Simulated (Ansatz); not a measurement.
ZnGaNO (model structure, started from the AlSiCN type, P3m1, No. 156, 4 atoms in the cell), treated with LDA (PAW; Ansatz, a first-principles code).

Numerical settings: plane-wave cutoff 520 eV, 12×12×6 k mesh (along the axes of the cell as run), Fermi–Dirac smearing 0.01 eV, scalar-relativistic PAW data made under PBE.

Cell (relaxed at this level):

```cif
data_GaNOZn
_chemical_formula_sum 'Ga1 Zn1 O1 N1'
_space_group_name_H-M_alt 'P3m1'
_space_group_IT_number 156
_space_group_name_Hall 'P 3 -2"'
_cell_length_a 3.16097
_cell_length_b 3.16097
_cell_length_c 5.16150
_cell_angle_alpha 90.000
_cell_angle_beta 90.000
_cell_angle_gamma 120.000
loop_
_atom_site_label
_atom_site_type_symbol
_atom_site_symmetry_multiplicity
_atom_site_Wyckoff_symbol
_atom_site_fract_x
_atom_site_fract_y
_atom_site_fract_z
_atom_site_occupancy
Ga1 Ga 1 b 0.33333 0.66667 0.50745 1
Zn1 Zn 1 c 0.66667 0.33333 0.99142 1
O1 O 1 b 0.33333 0.66667 0.13786 1
N1 N 1 c 0.66667 0.33333 0.61326 1
```

Question: Predict the band gap and bulk modulus.

Answer: 
band gap: 1.42 eV (on the SCF k mesh)
bulk modulus: 183 GPa

Note: the bulk modulus is −V dP/dV from two relaxed cells at ±2 % in volume; the relaxation could raise the start's symmetry but not lower it, so the cell can be a saddle point.

Spin–orbit coupling is not included.

Cost on a shared machine: about 2.4 core-minutes (a rough figure).

A model structure was made by putting elements into a prototype or built by hand; it is no filed structure, need not be a known phase, and can be a saddle point held by its symmetry.
